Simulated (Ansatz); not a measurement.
Start from Ti₃Al (space group P6_3/mmc, No. 194; a = 5.747 Å, c = 4.632 Å).

Computed with DFT with r2SCAN, PAW potentials and a 500 eV plane-wave cutoff in Ansatz (a first-principles code), without spin-orbit coupling, earlier PAW set.

One change was made to it. Results:

The band gap is still zero; the lattice parameter a increases by 0.017 Å to 5.764 Å.

Task: What was done to the base?
A. pressure 30 GPa
B. pressure −2 GPa
C. pressure −1 GPa
D. pressure 0.9 GPa

Result: C, pressure −1 GPa. For comparison, the lattice parameter a in the other runs: pressure 0.9 GPa gives 5.733 Å; pressure 30 GPa gives 5.397 Å; pressure −2 GPa gives 5.781 Å.

Load acts through the strain it causes; cell and atoms are relaxed under it. Whether these cells are dynamically stable was not tested. Competing high-pressure phases were not computed. The final runs are not spin-polarised.
